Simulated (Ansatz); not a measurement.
## A constructed model of the (111) surface of fcc Pd, a layer of Zn in place of the second plane (bottom of the slab: a bare face, its two planes held)

All values below come from PBE (plane waves to 420 eV, PAW; Ansatz, a quantum-chemistry and plane-wave program).

Slab: 6 atoms, 11.2 Å thick at the start; k 15x15x1, smearing 0.1 eV, dipole-corrected; 2 atoms held, the rest relaxed; symmetry of the start imposed; no spin, no spin-orbit, no U. In PBE it is, or lies within 0.01 eV a 1x1 cell of, the lowest of the 2 structures of its composition computed so far; larger cells were not tried.

- work function of the top face = 4.79 eV
- energy released by relaxation = 0.085 eV
- cost = very roughly 70 core-seconds
